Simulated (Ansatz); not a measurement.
Start from SnSe2 in the 2H-MoS2 type structure (space group P6_3/mmc, No. 194; a = 3.833 Å, c = 11.505 Å; a hypothetical phase, not in the database extracts checked; layered, stacked along the Cartesian z axis).

(Cell as relaxed with PBE-D3(BJ).)

Levels (all Ansatz, a quantum-chemistry and plane-wave program, PAW, earlier PAW set): PBE-D3(BJ) (420 eV, no SOC); PBEsol-D3(BJ) (420 eV, without spin-orbit coupling).

Each level relaxes its own structure.

```csv
base,PBE-D3(BJ),PBEsol-D3(BJ)
volume per atom,24.40 Å³,23.15 Å³
lattice parameter a,3.833 Å,3.769 Å
band gap,zero,zero
```

Modification: cell and atoms relaxed at a pressure of 0.7 GPa.

| quantity | PBE-D3(BJ) | PBEsol-D3(BJ) |
|---|---|---|
| shortest interatomic distance | 2.806 Å | 2.772 Å |
| c/a ratio | 3.003 | 2.999 |

PBE-D3(BJ)'s shortest interatomic distance lies 0.034 Å above PBEsol-D3(BJ)'s (1.2 %); PBE-D3(BJ)'s c/a ratio lies 0.004 above PBEsol-D3(BJ)'s. Neither level is exact; PBEsol-D3(BJ) is the comparison here, not a measurement.

Load acts through the strain it causes; cell and atoms are relaxed under it. No phonon test of stability was made. All final runs are without spin polarisation.
